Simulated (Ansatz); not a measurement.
Start from TiSi2 (space group Fddd, No. 70; a = 4.760 Å, b = 8.180 Å, c = 8.500 Å).

Computed with PBEsol (Ansatz, a first-principles code), scalar-relativistic without spin-orbit coupling.

Base values:

```
Quantity            Value
---------------  --------
Volume per atom  13.79 Å³
```

Perturbation: a hydrostatic pressure of 0.3 GPa.

Problem. What does the calculation give for the volume per atom after the change?

Solution. The volume per atom falls by 0.03 Å³ to 13.76 Å³.

Load acts through the strain it causes; cell and atoms are relaxed under it. No phonon test of stability was made. The final runs are not spin-polarised.
